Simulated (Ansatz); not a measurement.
The reference is Pd in the fcc (Cu type) structure (space group Fm-3m, No. 225; a = 3.876 Å). Axes: x, y, z lie along the cube axes.

Computed with PBEsol/PAW in Ansatz (a quantum-chemistry and plane-wave program), scalar-relativistic without spin-orbit coupling.

Before the change:

Shortest interatomic distance: 2.741 Å
Pressure: 0.0 GPa
Band gap: zero

Perturbation: a pure shear with ε_yz = ε_zy = -0.0060, atoms relaxed at fixed cell.

### Question
What does the calculation give for the energy relative to the base, shortest interatomic distance, pressure and band gap after the change?

### Answer
The energy goes up by 0.5 meV/atom; the shortest interatomic distance shrinks by 0.0164 Å to 2.724 Å; the pressure (mean of the normal stresses, compression positive) remains 0.0 GPa; the band gap stays zero.

Without a gap, meshes like the base's 21×21×21 leave anisotropic stresses uncertain by several tenths of a GPa, and small strain energies with them. The cells carry an imposed strain or load. Whether these cells are dynamically stable was not tested. All final runs are without spin polarisation.
